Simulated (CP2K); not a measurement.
Band structure of BaN2 (C2/c, 6 atoms in the cell).

```
CELL_PARAMETERS angstrom
      4.24728     0.00000     0.00000
      1.88441     3.80637     0.00000
     -1.62952    -1.01155     7.10333
ATOMIC_POSITIONS crystal
  Ba 0.20407 0.79593 0.75000
  Ba 0.79593 0.20407 0.25000
  N  0.44393 0.15001 0.54520
  N  0.55607 0.84999 0.45480
  N  0.84999 0.55607 0.95480
  N  0.15001 0.44393 0.04520
```

Method of the run: PBEsol, GPW, DZVP-MOLOPT-SR-GTH basis, GTH-PBE potentials (GTH_POTENTIALS) (CP2K).

Settings: CUTOFF = 500 Ry; REL_CUTOFF = 60 Ry; SMEAR/METHOD = FERMI_DIRAC; ELECTRONIC_TEMPERATURE = 1160.45 K; KPOINTS/SCHEME = MONKHORST-PACK 6 6 4; GAMMA_CENTERED = T; XC_FUNCTIONAL = PBE:PBESOL; Ba/BASIS_SET = DZVP-MOLOPT-SR-GTH; Ba/POTENTIAL = GTH-PBE-q10; N/BASIS_SET = DZVP-MOLOPT-SR-GTH; N/POTENTIAL = GTH-PBE-q5; METHOD = GPW; EPS_DEFAULT = 1e-10; EXTRAPOLATION = USE_GUESS.

The starting cell comes from a database of computed structures (which also holds hypothetical and non-ambient phases and stackings), without a prior relaxation at this level. Its lattice was rescaled by a random factor within 2.5 % of one. Values carry the incompleteness of an atom-centred basis. The potentials were made for another functional than the one used. The run gives no clean gap (levels at the Fermi energy touch, overlap or are partly filled at this smearing), which alone does not show that the compound is a metal.

Levels in eV from the Fermi level, bands 17 to 22:
```tsv
point	17	18	19	20	21	22
Γ	-6.20	-5.98	-0.82	-0.78	-0.50	0.48
Y	-6.09	-5.72	-2.35	0.34	0.92	0.96
F	-6.04	-5.70	-2.14	-0.04	0.79	0.89
L	-5.74	-5.74	-1.27	-1.27	0.85	0.85
Z	-5.95	-5.95	-0.53	-0.53	-0.33	-0.33
```

Bands cross the Fermi level along this path, so the cell is metallic at this level.

Higher empty bands are left out: an atom-centred basis made for the valence describes them poorly.
